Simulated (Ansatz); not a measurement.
**A constructed model of the (0001) surface of hcp Hf, a pseudomorphic layer of Ge in the host's stacking (bottom of the slab: a bare face, its two planes held)**

The numbers are results of PBE (plane waves to 420 eV, PAW; Ansatz, a program for electronic structure), not measurements.

Set-up: 7 atoms, 15.1 Å thick at the start; mesh 13x13x1; 0.1 eV smearing; dipole correction on; 2 atoms held, the rest relaxed; start symmetry kept, larger cells not searched; no spin, no spin-orbit, no U. It is one candidate, not shown to be the stable structure of the face.

| Property | Value |
|---|---|
| work function of the top face | 5.05 eV |
| energy released by relaxation | 0.027 eV |
| cost | about 2.9 core-minutes (a rough figure) |
